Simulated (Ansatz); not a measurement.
Consider a periodic stack without vacuum, rock-salt NbN (1 1 1) on wurtzite GaN (0 0 1) (film strained to the substrate, started from cuts of the bulks and a machine-learned relaxation; slabs Ga6N6 and N4Nb4, which can lie off the formulas): substrate slab Ga6N6, film N4Nb4, surface cells [[0, -1], [1, 0]] and [[1, 0], [0, 1]], film strained by +2.9 and +2.9 %, outermost planes N/Ga and N/Nb as cut, which need not be the usual terminations and can put a slab off its formula. Its start:

```xyz
20
Lattice="3.2185 0.0000 -0.0194 1.6092 2.7873 -0.0220 -0.9667 -0.5833 26.2464" Properties=species:S:1:pos:R:3 pbc="T T T"
Ga     2.8412     1.8809     1.6187
Ga     1.3165     0.9643     4.2528
N      2.9147     1.8893     3.5796
N      1.2122     0.9413     1.0118
Ga     2.9767     1.9049     6.8464
Ga     1.3801     0.9836     9.4615
N      2.9867     1.9107     8.8053
N      1.3616     0.9737     6.1996
Ga     2.9697     1.9298    12.0490
Ga     1.3372     1.0052    14.6736
N      2.9475     1.9322    14.0171
N      1.3611     0.9976    11.4304
N      1.3163     1.0088    16.6146
N      2.9071     1.9554    18.9503
N      2.9272     0.1394    21.4393
N      1.4116     1.0939    23.9516
Nb     2.9894     0.0457    17.7345
Nb     1.2173     1.0541    20.1932
Nb     3.0195     2.0068    22.6579
Nb     3.0492     0.1716    24.9873
```

The start was prepared with a machine-learned potential, and the result is one local minimum, with the in-plane cell held and forces under 0.04 eV/Å; the film can end far from its bulk form.

These are PBE (plane waves to 420 eV, PAW; Ansatz, an electronic-structure program) values and carry that method's errors. No spin–orbit coupling; the runs are not spin-polarised; PBE gaps are too small against experiment. Its k-point mesh 11×11×1, Fermi–Dirac width 0.05 eV.

Question: Predict the relaxed interface.

Answer: 
| Item | Value |
|---|---|
| interface area | 9.0 Å² |
| period | 26.25 Å |
| heights between the nearest atoms of the two slabs at the two interfaces | 1.96 and 2.14 Å |
| Ga–Nb contacts across the interfaces within 1.22 times the sum of covalent radii | 3, mean 3.37 Å |
| N–Nb contacts across the interfaces within 1.22 times the sum of covalent radii | 1, mean 2.14 Å |
| Ga–N contacts across the interfaces within 1.22 times the sum of covalent radii | 1, mean 1.96 Å |
| estimate of the barrier | withheld, since the two interfaces are unlike |
| slope of the mean potential energy in the substrate | +1.4 MV/cm × e |
